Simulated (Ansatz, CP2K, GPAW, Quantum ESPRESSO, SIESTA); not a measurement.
## One structure in several programs: InSe (P6_3/mmc, 8 atoms in the cell)

Self-consistent single point, at a second geometry (lattice scaled by 0.98). First geometry:

```yaml
crystal:
  lattice:
    - [4.10236, 0.00000, 0.00000]
    - [-2.05118, 3.55274, 0.00000]
    - [0.00000, 0.00000, 17.68987]
  atoms:
    - { symbol: In, position: [0.33333, 0.66667, 0.33030] }
    - { symbol: In, position: [0.66667, 0.33333, 0.66970] }
    - { symbol: In, position: [0.66667, 0.33333, 0.83030] }
    - { symbol: In, position: [0.33333, 0.66667, 0.16970] }
    - { symbol: Se, position: [0.33333, 0.66667, 0.59732] }
    - { symbol: Se, position: [0.66667, 0.33333, 0.40268] }
    - { symbol: Se, position: [0.66667, 0.33333, 0.09732] }
    - { symbol: Se, position: [0.33333, 0.66667, 0.90268] }
```

Shared settings, as Ansatz (a first-principles code) writes them: kpoints.mp_grid.grid = 5 5 1; scf.occupations.method = fermi_dirac; scf.occupations.width = 0.01 eV. Potentials and cutoffs stand in the table.

```json
[
 {"code": "SIESTA", "model": "GGA PBE, numerical atomic orbitals TZP, PseudoDojo PBE standard norm-conserving potentials (rewritten from UPF to PSML)", "ΔF from the first geometry (meV/atom)": "12.4", "pressure (GPa)": "2.58", "largest force (eV/Å)": "0.611", "gap on the mesh (eV)": "0.523", "cutoff": "grid 400 Ry"},
 {"code": "Quantum ESPRESSO", "model": "PBE, GBRV 1.5 ultrasoft (PBE) pseudopotentials", "ΔF from the first geometry (meV/atom)": "11.3", "pressure (GPa)": "1.93", "largest force (eV/Å)": "0.312", "gap on the mesh (eV)": "0.554", "cutoff": "40 Ry"},
 {"code": "CP2K", "model": "PBE, GPW, DZVP-MOLOPT-SR-GTH basis, GTH-PBE potentials (GTH_POTENTIALS)", "ΔF from the first geometry (meV/atom)": "16.6", "pressure (GPa)": "2.97", "largest force (eV/Å)": "0.419", "gap on the mesh (eV)": "0.540", "cutoff": "grid 500 Ry"},
 {"code": "Ansatz", "model": "PBE, PAW files", "ΔF from the first geometry (meV/atom)": "11.7", "pressure (GPa)": "2.46", "largest force (eV/Å)": "0.311", "gap on the mesh (eV)": "0.572", "cutoff": "default"},
 {"code": "GPAW", "model": "PBE, GPAW PAW datasets PBE (gpaw-data 1.0.1)", "ΔF from the first geometry (meV/atom)": "9.2", "pressure (GPa)": "2.23", "largest force (eV/Å)": "0.287", "gap on the mesh (eV)": "0.566", "cutoff": "600 eV"}
]
```

For Quantum ESPRESSO (by 0.5 GPa) the energy change implies a higher mean pressure, against the two pressures, than for the other programs: a sign of finite-basis (Pulay) stress.

Size of the force on each atom (eV/Å): Sizes of forces hide their directions.

```
code                In1    In2    In3    In4    Se5    Se6    Se7    Se8
----------------  -----  -----  -----  -----  -----  -----  -----  -----
SIESTA            0.461  0.461  0.461  0.461  0.611  0.611  0.611  0.611
Quantum ESPRESSO  0.188  0.188  0.188  0.188  0.312  0.312  0.312  0.312
CP2K              0.250  0.250  0.250  0.250  0.419  0.419  0.419  0.419
Ansatz            0.180  0.180  0.180  0.180  0.311  0.311  0.311  0.311
GPAW              0.196  0.196  0.196  0.196  0.287  0.287  0.287  0.287
```

Gaps are read on the mesh.

The spread over the programs that give each value: ΔF from the first geometry within 7.4 meV/atom; pressure within 1.04 GPa; largest force within 0.324 eV/Å; gap on the mesh within 0.049 eV.

SIESTA and CP2K use small atom-centred bases, whose incompleteness enters pressures, forces and empty levels differently from a plane-wave cutoff. Ansatz's pressure is given at a fixed set of plane waves, as the other plane-wave codes print theirs. In the force vectors, SIESTA (by 0.300) and CP2K (by 0.108) lie more than 0.08 eV/Å from the median of the plane-wave programs.

The starting cell comes from a database of computed structures (which also holds hypothetical and non-ambient phases and stackings), without a prior relaxation at this level. Its lattice was rescaled by a random factor within 2.5 % of one. For this run, on top of that: lattice scaled by 0.98.

Left out of this page: ABINIT (with a known weakness of the program).

Keys are those of Ansatz 0.2.
